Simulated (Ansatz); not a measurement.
Input and output of a self-consistent single point for ZnInGaO4 (R3m, 7 atoms in the cell) (Ansatz, a quantum-chemistry and plane-wave program).

Level of theory: PBE, PAW files (plane waves; Ansatz).

```xyz
7
Lattice="1.6475 0.9512 8.6900 -1.6475 0.9512 8.6900 0.0000 -1.9024 8.6900" Properties=species:S:1:pos:R:3 pbc="T T T"
In     0.0000     0.0000     0.0000
Ga     0.0000     0.0000    20.4102
Zn     0.0000     0.0000     5.6598
O      0.0000     0.0000    22.7278
O      0.0000     0.0000     3.3422
O      0.0000     0.0000    18.4367
O      0.0000     0.0000     7.6333
```

Reference input (self-consistent single point, DFT, PBE, plane waves, PAW files): basis.ecutwfc = 420 eV; kpoints.mp_grid.grid = 8 8 8; hamiltonian.xc = pbe; hamiltonian.pseudopotentials = {kind: paw} (the program's default PAW files); scf.occupations.method = fermi_dirac; scf.occupations.width = 0.1 eV. This run's input differs from it in these lines:

Ansatz 0.2 input:
```diff
@@ -15,3 +15,3 @@
 basis:
-  ecutwfc: 420.0 eV
+  ecutwfc: 295.0 eV
 kpoints:
```

Log, with long lists cut:

```
SCF iter   1: F=—  HF=-14970.503310 eV  |F-HF|=—  |Δ(HF+E_count)|=         —  Δρ=1.01e-1  dr2=5.49e0  ethr=3.10e-3  ⟨swp⟩=5.7  Hψ=9711  notcnv=0  defer=1
all-band conjugate gradients solve this SCF's bands
preconditioner: auto → Resta (q_TF=auto, 2.606 Å⁻¹)
SCF iter   2: F=—  HF=-14969.235140 eV  |F-HF|=—  |Δ(HF+E_count)|=    1.27e0  Δρ=4.20e-2  dr2=1.34e0  ethr=3.10e-3  ⟨swp⟩=2.3  Hψ=4563  notcnv=0  defer=125
   [... lines left out ...]
SCF iter   7: F=—  HF=-14968.810811 eV  |F-HF|=—  |Δ(HF+E_count)|=   1.34e-4  Δρ=3.39e-4  dr2=6.90e-5  ethr=7.92e-7  ⟨swp⟩=2.0  Hψ=4040  notcnv=0  defer=116
SCF iter   8: F=—  HF=-14968.810831 eV  |F-HF|=—  |Δ(HF+E_count)|=   1.93e-5  Δρ=9.13e-5  dr2=4.36e-6  ethr=1.11e-7  ⟨swp⟩=2.0  Hψ=4259  notcnv=0  defer=116
SCF iter   9: F=—  HF=-14968.810833 eV  |F-HF|=—  |Δ(HF+E_count)|=   2.56e-6  Δρ=2.39e-5  dr2=3.95e-7  ethr=7.04e-9  ⟨swp⟩=2.0  Hψ=3469  notcnv=0  defer=116
SCF iter  10: F=-14968.810834 eV  HF=-14968.810834 eV  |F-HF|=1.10e-8  |Δ(HF+E_count)|=   3.13e-7  Δρ=4.12e-6  dr2=1.10e-8  ethr=1.61e-10  ⟨swp⟩=10.5  Hψ=11316  notcnv=0
SCF 1 converged in 10 iterations: F = -14968.810834 eV  dr2 = 1.10e-8
Free energy (F): -14968.810834 eV
Internal energy: -14968.805759 eV  (E = F + TS)
E sigma→0 (E₀):  -14968.808296 eV
Entropy (-TS):   -0.005075 eV (-0.725 meV/atom)
Fermi energy:    9.728117 eV
--- Forces (eV/Å), atoms counted from 1 ---
  atom   1  In     0.00000000    -0.00000003    -1.52701251
  atom   2  Ga     0.00000000     0.00000002     0.96171407
  atom   3  Zn     0.00000000     0.00000001     0.40400045
  atom   4  O      0.00000000    -0.00000003    -1.74767686
  atom   5  O      0.00000000    -0.00000002    -1.15220678
  atom   6  O      0.00000000     0.00000004     1.89977718
  atom   7  O      0.00000000     0.00000002     1.16137399
--- Stress (GPa, compression-positive) ---
        8.900355       0.000000       0.000000
        0.000000       8.900355      -0.000000
        0.000000      -0.000000       3.619861
  P = ⅓ Tr σ = 7.1402 GPa (71.402 kbar)
  The stress holds the Pulay correction. Without it, at fixed plane waves, as pw.x and ABINIT print it: P = -16.0473 GPa
```

The run converged in 10 iterations. Against the reference run the free energy rises by 253 meV/atom, the pressure goes from 7.89 to 7.14 GPa and the largest force goes from 1.994 to 1.900 eV/Å.

The starting cell was generated: these elements placed on a structure prototype, without a prior relaxation; it need not be a known phase or ordering of this composition. Forces in this geometry exceed 1 eV/Å. Ansatz's pressure includes its estimate of the finite-basis (Pulay) stress. Without the estimate this run gives -16.05 GPa. The cutoff lies below the one recommended for these files. The run gives no clean gap (levels at the Fermi energy touch, overlap or are partly filled at this smearing), which alone does not show that the compound is a metal.
